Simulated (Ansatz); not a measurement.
Parameter sweep on TePd (P3_221, 6 atoms in the cell)

```xyz
6
Lattice="4.4685 0.0000 0.0000 -2.2342 3.8698 0.0000 0.0000 0.0000 10.2371" Properties=species:S:1:pos:R:3 pbc="T T T"
Pd     3.2164     0.0000     6.8247
Pd    -1.6082     2.7855     3.4124
Pd     0.6260     1.0843     0.0000
Te     2.1846     0.0000     1.7062
Te    -1.0923     1.8920     8.5309
Te     1.1419     1.9779     5.1185
```

Base run A: PBEsol, default PAW files made with PBE run with Ansatz (a program for electronic structure), self-consistent single point.

Its settings: basis.ecutwfc = 30.9 Ry; kpoints.mp_grid.grid = 5 5 2; hamiltonian.xc = pbesol; hamiltonian.pseudopotentials = {kind: paw} (the program's default PAW files); scf.occupations.method = cold; scf.occupations.width = 0.0073 Ry.

The starting cell was generated: these elements placed on a structure prototype, without a prior relaxation; it need not be a known phase or ordering of this composition. Spin polarisation is off. In the base run, with a pressure of about -7 GPa the cell is away from its equilibrium volume at this level. Ansatz's pressure includes its estimate of the finite-basis (Pulay) stress.

Runs:
- B: magnetization.noncollinear: default → true; magnetization.spin_orbit: default → true [PBEsol with spin-orbit coupling]
- C: hamiltonian.pseudopotentials: {kind: paw} (the program's default PAW files) → {kind: paw_fr}; magnetization.noncollinear: default → true; magnetization.spin_orbit: default → false
- D: hamiltonian.xc: pbesol → lda; magnetization.noncollinear: default → true; magnetization.spin_orbit: default → true [LDA (PW92) with spin-orbit coupling]

| run | pressure (GPa) | largest force (eV/Å) |
|---|---|---|
| A | -7.42 | 0.809 |
| B | -7.24 | 0.796 |
| C | -7.42 | 0.809 |
| D | -8.94 | 0.611 |

Run B against A: The pressure goes from -7.42 to -7.24 GPa and the largest force goes from 0.809 to 0.796 eV/Å.

Run D against A: The pressure goes from -7.42 to -8.94 GPa and the largest force goes from 0.809 to 0.611 eV/Å.

Keys are those of Ansatz 0.2.
